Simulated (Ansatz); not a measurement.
Corundum Ga₂O₃ (metastable phase) was calculated with LDA (plane waves, PAW; Ansatz, a program for electronic structure).

Run with plane-wave cutoff 500 eV, 10×10×10 k mesh, gaussian smearing 0.02 eV, scalar-relativistic PAW data made under PBE.

Cell (relaxed at this level):

```xyz
10
Lattice="2.4751 1.4290 4.4351 -2.4751 1.4290 4.4351 0.0000 -2.8580 4.4351" Properties=species:S:1:pos:R:3 pbc="T T T"
Ga     0.0000     0.0000    11.3863
Ga     0.0000     0.0000     1.9190
Ga     0.0000     0.0000     8.5716
Ga     0.0000     0.0000     4.7337
O      0.7493     1.5602     5.5439
O     -0.7493    -1.5602     7.7614
O     -1.7258    -0.1312     5.5439
O      1.7258     0.1312     7.7614
O      0.9765    -1.4290     5.5439
O     -0.9765     1.4290     7.7614
```

### Question
Give the computed band gap.

### Answer

- band gap: 3.05 eV (on the SCF k mesh)

Spin–orbit coupling is not included.

Static lattice: no zero-point or thermal effects.

It cost roughly 4 core-minutes of CPU time.
